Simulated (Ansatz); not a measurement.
## Cu2ZnSnS4: band gap against strain

Cu2ZnSnS4 (I-4, 19.410 Å³/atom and stress up to 0.01 GPa in the relaxed cell, c along z) under an equal strain ε along all three axes. PBEsol in Ansatz, a plane-wave DFT program (PAW, default set), 420 eV, 9×9×9 Γ-centred mesh, Fermi-Dirac smearing 0.05 eV; ions are relaxed, or left where forces stay under 0.02 eV/Å, within the symmetry of each cell. Gaps are the smallest over the k-mesh and a band path, without spin-orbit coupling; in all rows the valence edge lies at Γ and the conduction edge at Γ.

Here s stands for strain and Eg for gap.

| strain (%) | gap (eV) |
|---|---|
| -3.00 | ? |
| -2.25 | 0.302 |
| -1.50 | 0.236 |
| -0.75 | 0.171 |
| 0.00 | 0.109 |

Task: Fit Eg against s with a straight line, and predict the withheld value at s = -3.00.

Result: Means: s -1.1250, Eg 0.2045. About the means, the sum of products is -0.24150 and the sum of squares of s is 2.8125; the slope is their ratio. Least squares gives Eg = 0.1079 - 0.08587·s. Residuals (row less fit): 0.0009, -0.0007, -0.0013, 0.0011; standard error 0.0014 (degrees of freedom: 2). Over these rows the gap moves by -8.59 ± 0.09 eV per unit strain, or -2.9 eV per unit of ln V. At the withheld row, Eg = 0.1079 - 0.08587 × (-3.00) = 0.3655 eV. The calculation gives 0.370 eV, 0.0045 eV above the prediction (1.7 % of the range of Eg in the table). The row lies outside the fitted rows, so this is an extrapolation. From the scatter of the fitted rows alone, a prediction at this place has a standard error of 0.0023 eV, so the miss is 2.0 times that.

The start is a measured cell from the literature; how it stands against other phases or cation orders wasn't checked. Other structures, which can take over under pressure, weren't tried. Spin-orbit coupling is left out, which can shift this property for ZnCu2SnS4. Rows are the converged runs of the series near zero and its far end; series whose fitted rows scatter by over a few per cent of the range, as at a crossing or softening among them, aren't shown in this form, nor equations of state whose B0' disagrees with the runs' pressures. Most that stay on the fit to the last digits aren't either.
